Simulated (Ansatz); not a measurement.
CsCl-type CuZn was calculated with PBEsol in Ansatz (plane waves, PAW).

Numerical settings: plane-wave cutoff 520 eV, 16×16×16 k mesh, Fermi–Dirac smearing 0.1 eV, perturbation theory, force constants from a 4×4×4 q mesh, no spin polarisation, scalar-relativistic PAW data made under PBE.

Computed at the level's own relaxed cell.

Harmonic phonon frequencies (cm⁻¹; i marks an imaginary mode):

```json
[
 {"q point": "Γ", "frequencies": "0 0 0 210 210 210"},
 {"q point": "R", "frequencies": "?"}
]
```

Complete the blanks.


- R, frequencies: 148 148 148 171 171 171

No imaginary mode appears at these points.

Ansatz is a program for electronic structure.
